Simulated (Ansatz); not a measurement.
Fluorite PtAl2: LDA at its full settings (plane-wave cutoff 520 eV, 16×16×16 k mesh, Fermi–Dirac smearing 0.05 eV, scalar-relativistic PAW data made under PBE) and at cheaper ones, in a cell of 3 atoms with Γ-centred meshes.

| level and setting | equilibrium lattice constant a (Å) | bulk modulus B0 (GPa) |
|---|---|---|
| LDA (Ansatz) | 5.853 | 145 |
| LDA (2×2×2 k mesh) (Ansatz) | ___ | ___ |
| LDA (4×4×4 k mesh) (Ansatz) | 5.859 | 145 |

Q: What belongs in the gaps?

A: 
- LDA (2×2×2 k mesh) (Ansatz, a first-principles code), equilibrium lattice constant a (Å): 5.796
- LDA (2×2×2 k mesh) (Ansatz), bulk modulus B0 (GPa): 161

Largest shifts from the full settings: lattice constant a -0.97 % (LDA (2×2×2 k mesh)), against a difference of -0.96 % of the full result from the reference 5.91 Å (measured, temperature not stated, copied from a table, unchecked, not corrected to a static lattice; as tabulated in Crystal Structures 1, 239 (1963)); bulk modulus +11.0 % (LDA (2×2×2 k mesh)).

Ansatz's density-functional and Hartree–Fock values are scalar-relativistic unless marked +SOC, with PAW data made under PBE.

Run with cheap settings on purpose, which may leave them unconverged: LDA (2×2×2 k mesh), LDA (4×4×4 k mesh).
